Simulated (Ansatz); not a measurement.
Levels about the gap of amorphous Hf18O41P2 (61 atoms in a cell of 769 Å³, 8.49 g/cm³; zone centre alone, so wide bands show as single levels with stretches between that a denser mesh fills), at the geometry that PBE relaxed, where it gives 0.0 GPa on a denser mesh. Exact exchange is cut at the faces of this small cell, which leaves a finite-size error. The participation number counts the atoms over which a state spreads; weights are charges in smoothed Voronoi cells. The levels come from a single point, so bond lengths are those of that geometry. Method of the levels: HSE06, scalar-relativistic without spin-orbit coupling (Ansatz, a program for electronic structure). Sampling: the zone centre alone; Fermi-Dirac width 0.02 eV; no spin polarisation. At PBE the levels at the filled edge of the gap are localised (band-tail or defect states).

It comes from a melt-quench run on a machine-learned potential (CHGNet), relaxed afterwards by DFT. O atoms were pushed apart under 1.9 Å during the dynamics, to hinder bonds among them. The hot cell started wider than the set density and was brought back towards it in steps. It is the lowest in DFT energy of 2 quenches. It is a model cell: composition and starting density were chosen by hand, and all elements were melted together. No dispersion term was used. Its density started from a set value of 8.17 and ended at 8.49 g/cm³. The quench (nominally 450 K/ps over its main leg) was far faster than any real one, so the model tends to hold more defects than a real film. A cell of this size samples the disorder only roughly. Volume and shape were free in the relaxation.

```
E - E(highest filled), eV  filling  participation number        largest on  weight O  weight Hf  weight P
-------------------------  -------  --------------------  ----------------  --------  ---------  --------
-0.46                       filled                  17.7   O, 3 neighbours      0.95       0.05      0.00
-0.44                       filled                  15.7   O, 3 neighbours      0.95       0.05      0.00
-0.41                       filled                  16.5   O, 4 neighbours      0.95       0.04      0.00
-0.34                       filled                  12.7   O, 3 neighbours      0.95       0.04      0.00
-0.25                       filled                  17.8   O, 3 neighbours      0.95       0.05      0.00
-0.18                       filled                  10.8   O, 3 neighbours      0.95       0.05      0.00
0.00                        filled                   9.7   O, 3 neighbours      0.95       0.05      0.00
5.68                         empty                  28.0  Hf, 7 neighbours      0.39       0.60      0.01
5.70                         empty                  27.0  Hf, 7 neighbours      0.41       0.58      0.00
5.80                         empty                  17.2  Hf, 6 neighbours      0.47       0.52      0.01
5.87                         empty                  27.6  Hf, 7 neighbours      0.41       0.58      0.01
6.01                         empty                  16.4  Hf, 6 neighbours      0.40       0.60      0.01
6.18                         empty                  15.7  Hf, 6 neighbours      0.37       0.63      0.00
6.23                         empty                  25.3  Hf, 6 neighbours      0.39       0.60      0.01
```

Most localised among these is the filled level at +0.00 eV, on a O atom, which has 3 neighbours (Hf 1.98 Å, Hf 2.05 Å, Hf 2.43 Å).
